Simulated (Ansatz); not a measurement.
System: interstitial Li in diamond (charge state +1). Computed with PBE, PAW (plane waves to 420 eV; Ansatz, a quantum-chemistry and plane-wave program).

Settings: 216 host sites, the relaxed PBE lattice, the Γ point alone, smearing 0.01 eV, spin-restricted, no image-charge correction. Static, classical nuclei. The host's phase is taken as given; its stability against other phases was not computed. The charge state is imposed; whether it is stable for some Fermi level was not computed. Sites that were not tried may lie lower.

Barriers: single points on a 2×2×2 k-point mesh shifted by half a step at the bands' geometries.

Relaxed starting cell (atoms counted from 1):

```
LiC216
1.0
   10.71465     0.00000     0.00000
    0.00000    10.71465     0.00000
    0.00000     0.00000    10.71465
C Li
216 1
Direct
  0.99973   0.00025   0.16655
  0.00012   0.00065   0.49976
  0.99974   0.00027   0.83334
  0.99973   0.33339   0.16669
  0.99974   0.33338   0.49990
  0.00012   0.33300   0.83349
  0.99989   0.66682   0.16662
  0.00036   0.66691   0.49947
  0.00036   0.66674   0.83378
  0.33287   0.00025   0.16669
  0.33285   0.00027   0.49990
  0.33247   0.00065   0.83349
  0.33287   0.33339   0.16655
  0.33248   0.33300   0.49976
  0.33285   0.33338   0.83334
  0.33271   0.66682   0.16662
  0.33224   0.66674   0.49947
  0.33224   0.66690   0.83378
  0.66630   0.00041   0.16662
  0.66638   0.00088   0.49947
  0.66621   0.00088   0.83378
  0.66630   0.33324   0.16662
  0.66622   0.33277   0.49947
  0.66638   0.33277   0.83378
  0.66630   0.66682   0.16662
  0.66630   0.66682   0.49493
  0.66630   0.66682   0.83832
  0.08301   0.25011   0.08334
  0.08300   0.25012   0.41652
  0.08317   0.24995   0.75002
  0.08317   0.58342   0.08349
  0.08321   0.58341   0.41632
  0.08329   0.58336   0.75009
  0.08300   0.91692   0.08333
  0.08317   0.91700   0.41645
  0.08321   0.91713   0.75003
  0.41620   0.25012   0.08333
  0.41612   0.24995   0.41645
  0.41600   0.24991   0.75003
  0.41600   0.58341   0.08353
  0.41535   0.58334   0.41567
  0.41486   0.58297   0.75048
  0.41612   0.91700   0.08350
  0.41615   0.91697   0.41647
  0.41534   0.91778   0.75011
  0.74970   0.24995   0.08349
  0.74971   0.24992   0.41632
  0.74976   0.24983   0.75009
  0.74976   0.58336   0.08361
  0.75015   0.58297   0.41519
  0.75424   0.57889   0.75456
  0.74971   0.91713   0.08353
  0.74978   0.91778   0.41567
  0.75015   0.91826   0.75048
  0.99973   0.16675   0.00005
  0.99973   0.16689   0.33319
  0.99989   0.16682   0.66662
  0.00012   0.49996   0.00045
  0.99974   0.50010   0.33318
  0.00036   0.49967   0.66671
  0.99974   0.83354   0.00007
  0.00012   0.83369   0.33280
  0.00035   0.83398   0.66654
  0.33287   0.16689   0.00005
  0.33287   0.16675   0.33319
  0.33271   0.16682   0.66662
  0.33285   0.50010   0.00007
  0.33248   0.49996   0.33280
  0.33224   0.49967   0.66654
  0.33248   0.83368   0.00045
  0.33285   0.83354   0.33318
  0.33224   0.83398   0.66671
  0.66630   0.16682   0.00021
  0.66630   0.16682   0.33304
  0.66630   0.16682   0.66662
  0.66638   0.49967   0.00068
  0.66622   0.49967   0.33257
  0.66630   0.49513   0.66662
  0.66622   0.83398   0.00068
  0.66638   0.83398   0.33257
  0.66630   0.83852   0.66663
  0.08301   0.08354   0.24991
  0.08317   0.08369   0.58322
  0.08300   0.08353   0.91672
  0.08300   0.41672   0.24992
  0.08321   0.41652   0.58322
  0.08317   0.41665   0.91680
  0.08317   0.75022   0.24975
  0.08329   0.75029   0.58316
  0.08321   0.75023   0.91693
  0.41620   0.08353   0.24992
  0.41600   0.08373   0.58321
  0.41612   0.08370   0.91680
  0.41612   0.41665   0.24975
  0.41534   0.41587   0.58314
  0.41615   0.41667   0.91677
  0.41600   0.75023   0.24971
  0.41486   0.75068   0.58277
  0.41535   0.75031   0.91758
  0.74970   0.08369   0.24975
  0.74976   0.08381   0.58316
  0.74970   0.08373   0.91693
  0.74971   0.41652   0.24972
  0.75015   0.41539   0.58277
  0.74978   0.41587   0.91758
  0.74976   0.75029   0.24963
  0.75425   0.75476   0.57868
  0.75015   0.75068   0.91806
  0.16623   0.00025   0.00005
  0.16637   0.00025   0.33319
  0.16630   0.00041   0.66662
  0.16637   0.33339   0.00005
  0.16623   0.33339   0.33319
  0.16630   0.33324   0.66662
  0.16630   0.66682   0.00021
  0.16630   0.66682   0.33304
  0.16630   0.66682   0.66662
  0.49943   0.00065   0.00045
  0.49958   0.00027   0.33318
  0.49914   0.00088   0.66670
  0.49958   0.33338   0.00007
  0.49943   0.33300   0.33280
  0.49914   0.33277   0.66654
  0.49914   0.66690   0.00068
  0.49914   0.66674   0.33257
  0.49460   0.66682   0.66663
  0.83302   0.00027   0.00006
  0.83316   0.00065   0.33280
  0.83345   0.00088   0.66654
  0.83316   0.33300   0.00044
  0.83302   0.33338   0.33318
  0.83345   0.33277   0.66671
  0.83346   0.66674   0.00068
  0.83346   0.66690   0.33257
  0.83799   0.66682   0.66662
  0.24958   0.25011   0.24991
  0.24943   0.24995   0.58322
  0.24959   0.25012   0.91672
  0.24943   0.58342   0.24975
  0.24931   0.58336   0.58316
  0.24939   0.58341   0.91693
  0.24959   0.91692   0.24992
  0.24939   0.91713   0.58321
  0.24942   0.91700   0.91680
  0.58290   0.24995   0.24975
  0.58283   0.24983   0.58316
  0.58289   0.24992   0.91693
  0.58283   0.58336   0.24963
  0.57836   0.57888   0.57869
  0.58244   0.58297   0.91806
  0.58289   0.91713   0.24971
  0.58244   0.91826   0.58277
  0.58281   0.91778   0.91758
  0.91640   0.25012   0.24992
  0.91660   0.24991   0.58321
  0.91647   0.24995   0.91680
  0.91660   0.58341   0.24972
  0.91773   0.58297   0.58277
  0.91725   0.58334   0.91758
  0.91648   0.91700   0.24975
  0.91725   0.91778   0.58314
  0.91645   0.91697   0.91677
  0.16630   0.16682   0.16662
  0.16630   0.16682   0.49988
  0.16630   0.16682   0.83336
  0.16630   0.50008   0.16662
  0.16625   0.50000   0.49980
  0.16635   0.50000   0.83345
  0.16630   0.83356   0.16662
  0.16635   0.83365   0.49980
  0.16625   0.83365   0.83345
  0.49956   0.16682   0.16662
  0.49947   0.16677   0.49980
  0.49947   0.16687   0.83345
  0.49948   0.50000   0.16657
  0.49751   0.49803   0.49783
  0.49948   0.50001   0.83344
  0.49947   0.83365   0.16667
  0.49948   0.83364   0.49981
  0.49750   0.83562   0.83542
  0.83304   0.16682   0.16662
  0.83312   0.16688   0.49980
  0.83312   0.16677   0.83345
  0.83312   0.50000   0.16667
  0.83312   0.50000   0.49980
  0.83509   0.49803   0.83542
  0.83312   0.83365   0.16657
  0.83510   0.83562   0.49783
  0.83311   0.83364   0.83344
  0.24958   0.08354   0.08334
  0.24959   0.08353   0.41652
  0.24943   0.08369   0.75002
  0.24959   0.41672   0.08333
  0.24942   0.41665   0.41645
  0.24939   0.41652   0.75003
  0.24943   0.75022   0.08349
  0.24939   0.75023   0.41632
  0.24931   0.75029   0.75009
  0.58290   0.08369   0.08349
  0.58289   0.08373   0.41632
  0.58283   0.08381   0.75009
  0.58289   0.41652   0.08353
  0.58281   0.41587   0.41567
  0.58244   0.41539   0.75048
  0.58284   0.75029   0.08361
  0.58244   0.75067   0.41519
  0.57836   0.75476   0.75457
  0.91640   0.08353   0.08332
  0.91648   0.08370   0.41645
  0.91660   0.08373   0.75003
  0.91647   0.41665   0.08350
  0.91645   0.41667   0.41647
  0.91725   0.41587   0.75011
  0.91660   0.75023   0.08353
  0.91726   0.75031   0.41567
  0.91773   0.75068   0.75047
  0.66629   0.66685   0.66661
```
Cell charge +1.

End state 1 differs by these moves (Å; atoms that move under 0.08 Å are left out):

```csv
atom,element,Δx,Δy,Δz
51,C,-0.05,0.05,-0.05
179,C,-0.05,0.05,-0.05
217,Li,-0.89,0.89,-0.89
```

Q: Give the forward and backward barriers to end state 1 at the level PBE, PAW.

A: forward 1.81 eV, backward 1.81 eV; at the saddle point atom 217 has neighbours 6 C at 1.61 Å. The saddle point's order was not checked, and it lies on a symmetry element of the cell, where a band can be held.
